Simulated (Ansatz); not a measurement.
The parent structure is Ti in the hcp (Mg type) structure (space group P6_3/mmc, No. 194; relaxed with 0.1 eV smearing).

```
CELL_PARAMETERS angstrom
      2.86439     0.00000     0.00000
     -1.43219     2.48063     0.00000
      0.00000     0.00000     4.53728
ATOMIC_POSITIONS crystal
  Ti 0.66667 0.33333 0.75000
  Ti 0.33333 0.66667 0.25000
```

Cartesian axes are those of the cell as printed.

Level of theory: DFT with LDA, PAW potentials and a 420 eV plane-wave cutoff in Ansatz (a quantum-chemistry and plane-wave program), no SOC.

For the base:

| Quantity | Value |
|---|---|
| Pressure | 0.0 GPa |

Modification: compressive biaxial strain of 2.50 % in the plane normal to [001], as in epitaxy on a mismatched substrate; the out-of-plane cell vector and the atoms relax.

What happens to the out-of-plane strain?

The out-of-plane strain is +2.44 %.

What happens to the pressure?

The pressure (mean of the normal stresses, compression positive) goes from zero to 3.4 GPa.

No phonon test of stability was made. All final runs are without spin polarisation.
